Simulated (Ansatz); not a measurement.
The reference is CdGeAs₂ in the chalcopyrite structure (space group I-42d, No. 122; a = 6.048 Å, c = 11.488 Å). Axes: x, y, z lie along a, b, c of the conventional cell.

Calculations: PBE, PAW, 420 eV (Ansatz, a first-principles code; no spin-orbit coupling).

Before the change:

Pressure: -0.01 GPa

Modification: tensile biaxial strain of 3.00 % in the plane normal to [001], as in epitaxy on a mismatched substrate; the out-of-plane cell vector and the atoms relax.

Q: What does the calculation give for the out-of-plane strain and pressure after the change?

A: The out-of-plane strain is -3.57 %; the pressure (mean of the normal stresses, compression positive) shrinks by 1.276 GPa to -1.28 GPa.

No phonon test of stability was made.
